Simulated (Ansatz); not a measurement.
Take P (space group R-3m, No. 166; a = 3.440 Å, c = 8.787 Å (hexagonal axes); a cell from a computed database, its experimental status unchecked; relaxed with 0.1 eV smearing) as the base. Axes: x lies along a and z along c of the hexagonal cell.

All numbers come from Ansatz (a quantum-chemistry and plane-wave program) PBEsol, without spin-orbit coupling.

Now apply this change: an isotropic linear strain of +1.30 %; the atoms relax in the strained cell.

Q: Predict the stress tensor and what it implies for the stiffness.

A: Stress of the strained cell less that of the base (GPa, compression positive):
```
   -3.3     0.0     0.0
    0.0    -3.3     0.0
    0.0     0.0    -1.7
```

Then B = −ΔP/(ΔV/V₀) with ΔV/V₀ = 0.0395 gives secant stiffness values (nonlinear terms included at this strain): B (at held cell shape, above the free-shape value) ≈ 70 GPa.

As a check, the harmonic strain energy −½ V₀ Δσ:ε is 5.1 meV/atom; the computed energy rise is 5.3 meV/atom.

No phonon test of stability was made. This is not the structure that P has at room temperature and ambient pressure.
